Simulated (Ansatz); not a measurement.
## Lattice parameter a of PtS2 (model structure, started from the rutile type, P4₂/mnm, No. 136, 6 atoms in the cell) at several levels of theory

No measured value is used here.

| level (code) | value (Å) |
|---|---|
| PBE (Ansatz) | 5.450 |
| PBEsol (Ansatz) | ___ |
| PBE-D3(BJ) (Ansatz) | 5.373 |

Problem. Complete the blanks.

Solution. 
- PBEsol (Ansatz, a first-principles code), value (Å): 5.362

Density-functional levels without +SOC have no spin–orbit coupling. Ansatz's density-functional and Hartree–Fock values are scalar-relativistic unless marked +SOC, with PAW data made under PBE.

A model structure was made by putting elements into a prototype or built by hand; it is no filed structure, need not be a known phase, and can be a saddle point held by its symmetry.
